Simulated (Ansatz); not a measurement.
HfC (model structure, F-43m, No. 216, 2 atoms in the cell), treated with PBEsol (PAW; Ansatz, a program for electronic structure).

Settings: plane-wave cutoff 520 eV, 12×12×12 k mesh, Fermi–Dirac smearing 0.01 eV, scalar-relativistic PAW data made under PBE.

Cell (relaxed with PBEsol):

```yaml
crystal:
  lattice:
    - [0.00000, 2.49792, 2.49792]
    - [2.49792, 0.00000, 2.49792]
    - [2.49792, 2.49792, 0.00000]
  atoms:
    - { symbol: Hf, position: [0.00000, 0.00000, 0.00000] }
    - { symbol: C, position: [0.25000, 0.25000, 0.25000] }
```

Problem. What does this level give for the band gap and direct gap at Γ?

Solution. 
* **band gap**: 0.18 eV
* **direct gap at Γ**: 5.74 eV

Note: the relaxation could raise the start's symmetry but not lower it, so the cell can be a saddle point.

Spin–orbit coupling is not included; it can close the smallest gap of 0.18 eV.

It cost about 8 core-seconds (a rough figure) of CPU time.

A model structure was made by putting elements into a prototype or built by hand; it is no filed structure, need not be a known phase, and can be a saddle point held by its symmetry.
